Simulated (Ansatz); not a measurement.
Take Mg in the hcp (Mg type) structure (space group P6_3/mmc, No. 194; relaxed with 0.1 eV smearing) as the base.

```xyz
2
Lattice="3.1751 0.0000 0.0000 -1.5876 2.7497 0.0000 0.0000 0.0000 5.1628" Properties=species:S:1:pos:R:3 pbc="T T T"
Mg     1.5876     0.9166     1.2907
Mg     0.0000     1.8332     3.8721
```

Cartesian axes are those of the cell as printed.

Calculations: Ansatz (a program for electronic structure), PBEsol, PAW, cutoff 420 eV, scalar-relativistic without spin-orbit coupling.

Strains are applied to the cell and any free atomic positions relax.

One change was made to it. Results:

```tsv
quantity	base	after
energy relative to the base (free energy F)	0 meV/atom	+2.1 meV/atom
pressure (mean of the normal stresses, compression positive)	0.0 GPa	0.0 GPa
shortest interatomic distance	3.166 Å	3.117 Å
```

What was done to the base?
A. tensor shear ε_xz = +0.57 %
B. tensor shear ε_xz = +2.00 %
C. tensor shear ε_xz = +0.29 %
D. tensor shear ε_xz = +1.14 %

B, tensor shear ε_xz = +2.00 %. For comparison, the energy relative to the base in the other runs: tensor shear ε_xz = +0.57 % gives +0.2 meV/atom; tensor shear ε_xz = +1.14 % gives +0.7 meV/atom; tensor shear ε_xz = +0.29 % gives 0.0 meV/atom.

Stability against distortions was not tested.
